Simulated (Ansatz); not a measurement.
**Thickness series in hypothetical fluorite ZrS2**

Start from ZrS2 in the fluorite structure (space group Fm-3m, No. 225; a = 6.2567 Å; a hypothetical phase, not in the database extracts checked). Axes: x, y, z lie along the cube axes.

Free-standing slabs (3 atom(s) a layer) normal to [111] with 15 Å of vacuum; in-plane cell held at bulk.

Method: plane-wave PAW DFT at the r2SCAN level (Ansatz, a program for electronic structure, 500 eV), no spin-orbit coupling, earlier PAW set.

```csv
variant,band gap,gap character,smallest direct gap,change of the spacing d23 from its bulk value of 0.903 Å
base,0.13 eV,–,0.22 eV,–
1 layer,1.45 eV,"indirect, k = (0.167, 1/3, 0) in the run's primitive reciprocal basis → Γ",1.75 eV,–
2 layers,1.36 eV,"indirect, k = (0, 1/3, 0) in the run's primitive reciprocal basis → Γ",1.67 eV,-14.7 %
3 layers,1.11 eV,"indirect, M → Γ",1.21 eV,-11.2 %
4 layers,0.89 eV,"indirect, M → Γ",0.97 eV,-11.2 %
5 layers,0.66 eV,"indirect, M → Γ",0.72 eV,-11.1 %
6 layers,0.54 eV,"indirect, M → Γ",0.60 eV,-11.1 %
```

Stability against distortions was not tested. A zero or small gap of ZrS2 can be the functional's error rather than a property of the material. Labels are those of the standard path for the cell's own space group.
